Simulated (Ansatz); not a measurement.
Candidates (primitive cells; geometry: relaxed with this functional, without spin-orbit coupling):
A. TaTc (Pm-3m), a = 3.152 Å, b = 3.152 Å, c = 3.152 Å, α = 90.00°, β = 90.00°, γ = 90.00°
B. IrSn$_{2}$ (Fm-3m), a = b = c = 4.4878 Å, α = β = γ = 60.00°
C. TaRh₃ (Pm-3m), a = 3.846 Å, b = 3.846 Å, c = 3.846 Å, α = 90.00°, β = 90.00°, γ = 90.00°
D. CoSi2 (Fm-3m), a = b = c = 3.756 Å, α = β = γ = 60.00°

Task: Put the candidates in order of electron-phonon coupling λ, highest first, for PBEsol, DFPT electron-phonon coupling, linearised Boltzmann equation in Ansatz (a quantum-chemistry and plane-wave program).

Result: B (0.50), D (0.38), C (0.22), A (0.134)

Metals; harmonic phonons. Halving the electron mesh moves these values by up to 5 %; q meshes are mostly untested. Some of the runs warned that the eigensolver left states short of its tolerance. Spin-orbit coupling is left out.

Formula and space group known from diffraction (Crystallography Open Database), not checked to be the room-temperature form: IrSn2 (Fm-3m), TaRh3 (Pm-3m), TaTc (Pm-3m). Treated as nonmagnetic (a ferromagnetic start lost its moment, other orders weren't tried): CoSi2 (Fm-3m). The missing spin-orbit coupling matters most for IrSn2 (Fm-3m), TaRh3 (Pm-3m), TaTc (Pm-3m).
